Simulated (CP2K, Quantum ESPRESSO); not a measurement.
A CP2K input for a self-consistent single point of InSb (F-43m, 2 atoms in the cell) (DFT LDA (Pade form), GPW, DZVP-MOLOPT-SR-GTH basis, GTH-PADE potentials (GTH_POTENTIALS)):

```
&GLOBAL
  PROJECT bulk
  RUN_TYPE ENERGY_FORCE
  PRINT_LEVEL MEDIUM
&END GLOBAL
&FORCE_EVAL
  METHOD Quickstep
  STRESS_TENSOR ANALYTICAL
  &DFT
    BASIS_SET_FILE_NAME BASIS_MOLOPT
    POTENTIAL_FILE_NAME GTH_POTENTIALS
    &QS
      METHOD GPW
      EPS_DEFAULT 1E-10
    &END QS
    &MGRID
      CUTOFF 500
      REL_CUTOFF 50
      NGRIDS 5
    &END MGRID
    &SCF
      SCF_GUESS ATOMIC
      EPS_SCF 1E-6
      MAX_SCF 100
      ADDED_MOS 4
      &DIAGONALIZATION
        ALGORITHM STANDARD
      &END DIAGONALIZATION
      &MIXING
        METHOD BROYDEN_MIXING
        ALPHA 0.3
        NBUFFER 12
      &END MIXING
      &SMEAR ON
        METHOD FERMI_DIRAC
        ELECTRONIC_TEMPERATURE [K] 1160.45
      &END SMEAR
    &END SCF
    &KPOINTS
      SCHEME MONKHORST-PACK 6 6 6
      GAMMA_CENTERED T
    &END KPOINTS
    &XC
      &XC_FUNCTIONAL PADE
      &END XC_FUNCTIONAL
    &END XC
    &PRINT
      &MO
        EIGENVALUES T
        OCCUPATION_NUMBERS T
        NDIGITS 8
        FILENAME mo
        &EACH
          QS_SCF 0
        &END EACH
        ADD_LAST NUMERIC
      &END MO
      &MULLIKEN ON
      &END MULLIKEN
    &END PRINT
  &END DFT
  &SUBSYS
    &CELL
      ABC 4.69039500 4.69039456 4.69039424
      ALPHA_BETA_GAMMA 60.00000446 60.00000169 60.00000392
      PERIODIC XYZ
    &END CELL
    &COORD
      SCALED
      In       0.00000000     0.00000000     0.00000000
      Sb       0.25000000     0.25000000     0.25000000
    &END COORD
    &KIND In
      BASIS_SET DZVP-MOLOPT-SR-GTH-q13
      POTENTIAL GTH-PADE-q13
    &END KIND
    &KIND Sb
      BASIS_SET DZVP-MOLOPT-SR-GTH-q5
      POTENTIAL GTH-PADE-q5
    &END KIND
  &END SUBSYS
  &PRINT
    &FORCES ON
    &END FORCES
    &STRESS_TENSOR ON
    &END STRESS_TENSOR
  &END PRINT
&END FORCE_EVAL
```

**Question.** Write the same calculation as an input for Quantum ESPRESSO.

**Answer.** This is the input that was run; spellings and numerical settings could be chosen otherwise.

```fortran
&control
 calculation = 'scf'
 prefix = 'InSb'
 outdir = './out'
 pseudo_dir = './'
 verbosity = 'high'
 tprnfor = .true.
 tstress = .true.
/
&system
 ibrav = 2
 celldm(1) = 12.53496912
 nat = 2
 ntyp = 2
 ecutwfc = 50
 ecutrho = 300
 occupations = 'smearing'
 smearing = 'fermi-dirac'
 degauss = 0.0073499
/
&electrons
 conv_thr = 1.0d-10
/
ATOMIC_SPECIES
In   114.8180  In.pz-dn-kjpaw_psl.1.0.0.UPF
Sb   121.7600  Sb.pz-n-kjpaw_psl.1.0.0.UPF
ATOMIC_POSITIONS angstrom
In    0.00000000    0.00000000    0.00000000
Sb   -1.65830500    1.65830500    1.65830500
K_POINTS automatic
6 6 6  0 0 0
```

Basis, cutoffs, solver keys and any potentials are the target program's own. This input uses DFT, LDA (PZ), plane waves, PSlibrary PAW (LDA) pseudopotentials. LDA parametrisations can differ slightly between programs. Both were run: pressure -2.94 GPa in CP2K and -3.75 in Quantum ESPRESSO.

On CP2K: the starting cell comes from a database of computed structures (which also holds hypothetical and non-ambient phases and stackings), without a prior relaxation at this level. Values carry the incompleteness of an atom-centred basis. The run gives no clean gap (levels at the Fermi energy touch, overlap or are partly filled at this smearing), which alone does not show that the compound is a metal.

On Quantum ESPRESSO: the starting cell comes from a database of computed structures (which also holds hypothetical and non-ambient phases and stackings), without a prior relaxation at this level. With a pressure of about -4 GPa the cell is away from its equilibrium volume at this level. The run gives no clean gap (levels at the Fermi energy touch, overlap or are partly filled at this smearing), which alone does not show that the compound is a metal.
